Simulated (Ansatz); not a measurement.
# Competing hops of interstitial Ca in silicon, charge state +2

Defect: interstitial Ca in silicon, charge state +2. Calculation: PBE, PAW (plane waves to 420 eV; Ansatz, an electronic-structure program).

Settings: 64 host sites, the relaxed PBE lattice, a 2×2×2 k-point mesh shifted by half a step, smearing 0.01 eV, spin-restricted, no image-charge correction. Static, classical nuclei. The charge state is imposed; whether it is stable for some Fermi level was not computed. Sites that were not tried may lie lower.

Barriers: single points on a 3×3×3 k-point mesh shifted by half a step at the bands' geometries.

| Route | Start site over the lowest site run (eV) | Hop (Å) | Forward barrier (eV) | Backward barrier (eV) | Neighbours at the start | Neighbours at the saddle | Saddle order | Forward, on the band's own sampling (eV) |
|---|---|---|---|---|---|---|---|---|
| Ca moves alone to another site | 0.00 | 2.35 | 1.54 | 1.54 | 4 Si at 2.58, 6 Si at 2.83 Å | 6 Si at 2.57 Å | not checked, on a symmetry element | 1.56 |

Paths come from nudged elastic bands with a climbing image.  A band can be held on a symmetry element, so unchecked saddle points there may be too high.

The whole set of runs took roughly 1.1 core-hours.
